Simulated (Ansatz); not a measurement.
Structures of equal composition on the (111)A surface of 3C silicon carbide (Si plane on top): 2x2 Si adatom at H3; 2x2 Si adatom at T1; 2x2 Si adatom at T4. The slabs share one bottom face, and each structure is named by its start. These are constructed structures in small cells; real faces may alloy, dewet or reconstruct in larger ones, and not all known structures of the face are among them. Slabs of about 10 Å with all that they carry, Fermi-Dirac smearing of 0.025 eV. Bottom of the slabs: H caps. Relaxed from the named starts with such symmetry as they have, on meshes of like density; energies extrapolated to zero smearing; no spin-orbit coupling, no U. Spin-polarised runs, if any, are marked in brackets, and their order is one that fits the cell; the others ran without spin. Where a second, spin-polarised start was run, the lower counts.

Host crystal: 3C silicon carbide, with a band gap (PBE, scalar-relativistic without spin-orbit coupling).

These are HSE06, at the PBE geometry (plane waves to 420 eV, PAW; Ansatz, an electronic-structure program) values and carry that method's errors.

Task: Order them by energy per 1x1 cell (lowest first) at the level HSE06, at the PBE geometry.

Result: 2x2 Si adatom at H3 (0.000 eV, gap 1.24 eV on the mesh), 2x2 Si adatom at T4 (0.021 eV, gap 1.29 eV on the mesh), 2x2 Si adatom at T1 (0.721 eV, gap 0.44 eV on the mesh)
